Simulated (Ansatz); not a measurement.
Au: response to strain

The reference is Au in the fcc (Cu type) structure (space group Fm-3m, No. 225; a = 4.0477 Å; relaxed with 0.1 eV smearing). Axes: x, y, z lie along the cube axes.

Strains are applied to the cell and any free atomic positions relax.

Computed with LDA (Ansatz, a quantum-chemistry and plane-wave program, PAW, without spin-orbit coupling).

Notes on the quantities. energy relative to the base: free energy F; pressure: mean of the normal stresses, compression positive.

```tsv
case	shortest interatomic distance	energy relative to the base	pressure
base	2.862 Å	0 meV/atom	0.0 GPa
tensor shear ε_xy = +1.71 %	2.813 Å	+2.3 meV/atom	0.2 GPa
tensor shear ε_xy = +1.14 %	2.830 Å	+1.1 meV/atom	0.1 GPa
tensor shear ε_xy = +0.29 %	2.854 Å	+0.1 meV/atom	0.0 GPa
tensor shear ε_xy = +1.43 %	2.821 Å	___	0.2 GPa
tensor shear ε_xy = +0.57 %	2.846 Å	+0.3 meV/atom	0.0 GPa
tensor shear ε_xy = +0.86 %	2.838 Å	+0.6 meV/atom	0.1 GPa
tensor shear ε_xy = +2.00 %	___	+3.1 meV/atom	0.3 GPa
```

Problem. Complete the table.

Solution. 
- tensor shear ε_xy = +1.43 %, energy relative to the base: +1.6 meV/atom
- tensor shear ε_xy = +2.00 %, shortest interatomic distance: 2.805 Å

Whether these cells are dynamically stable was not tested.
